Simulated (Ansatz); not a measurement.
How a calculation on LaI2 (I4/mmm, 3 atoms in the cell) responds to its settings

```yaml
crystal:
  lattice:
    - [-1.96100, 1.96100, 6.98500]
    - [1.96100, -1.96100, 6.98500]
    - [1.96100, 1.96100, -6.98500]
  atoms:
    - { symbol: La, position: [0.00000, 0.00000, 0.00000] }
    - { symbol: I, position: [0.36500, 0.36500, 0.00000] }
    - { symbol: I, position: [0.63500, 0.63500, 0.00000] }
```

Base run A: PBEsol, default PAW files made with PBE in Ansatz (a program for electronic structure), self-consistent single point.

Its settings: basis.ecutwfc = 30.9 Ry; kpoints.mp_grid.grid = 8 8 8; hamiltonian.xc = pbesol; hamiltonian.pseudopotentials = {kind: paw} (the program's default PAW files); scf.occupations.method = fermi_dirac; scf.occupations.width = 0.0073 Ry.

The starting cell comes from a database of published, mostly measured structures (it also holds non-ambient and calculated ones), without a prior relaxation at this level. Ansatz's pressure includes its estimate of the finite-basis (Pulay) stress.

Run A gave: pressure (GPa) -1.17; largest force (eV/Å) 0.198.

Runs:
- B: hamiltonian.xc: pbesol → lda [LDA (PW92)]
- C: hamiltonian.xc: pbesol → blyp [BLYP]
- D: basis.ecutwfc: 30.9 Ry → 36.7 Ry; hamiltonian.xc: pbesol → r2scan [r2SCAN]

**Question.** What does run C change against A?

**Answer.** The pressure goes from -1.17 to 4.42 GPa and the largest force goes from 0.198 to 0.238 eV/Å.

**Question.** What does run B change against A?

**Answer.** The pressure goes from -1.17 to -2.39 GPa and the largest force goes from 0.198 to 0.273 eV/Å.

**Question.** What does run D change against A?

**Answer.** The pressure goes from -1.17 to 1.39 GPa and the largest force goes from 0.198 to 0.055 eV/Å.

```tsv
run	pressure (GPa)	largest force (eV/Å)
A	-1.17	0.198
B	-2.39	0.273
C	4.42	0.238
D	1.39	0.055
```

Left out of this page: 2 runs of the series held back from this collection.

Keys are those of Ansatz 0.2.
